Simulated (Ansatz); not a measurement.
Phonon-limited resistivity of TaRu$_{3}$ (Pm-3m) against temperature in μΩ·cm, PBEsol, DFPT electron-phonon coupling, linearised Boltzmann equation (Ansatz, an electronic-structure program), harmonic crystal at a fixed cell.

```tsv
T	ρ
50 K	0.53
77 K	1.67
100 K	(withheld)
150 K	(withheld)
200 K	7.6
250 K	9.9
273 K	11.0
300 K	12.2
350 K	14.4
400 K	16.6
500 K	21
600 K	26
800 K	35
```

Complete the blanks.


- 100 K, ρ: 2.8
- 150 K, ρ: 5.3

A metal at this level (no band gap). Only scattering by harmonic phonons is included (no impurities, grain boundaries, electron-electron scattering or thermal expansion). Spin-orbit coupling is left out, which matters with elements this heavy. Halving the electron mesh (24x24x24) moves the resistivity by up to 3 %. Smearing 0.20 eV; phonons on a 4x4x4 q mesh, which this run doesn't test and which matters most at low temperature.

Computed structure with no diffraction record at hand here (it may be known, metastable or hypothetical): TaRu3 (Pm-3m).
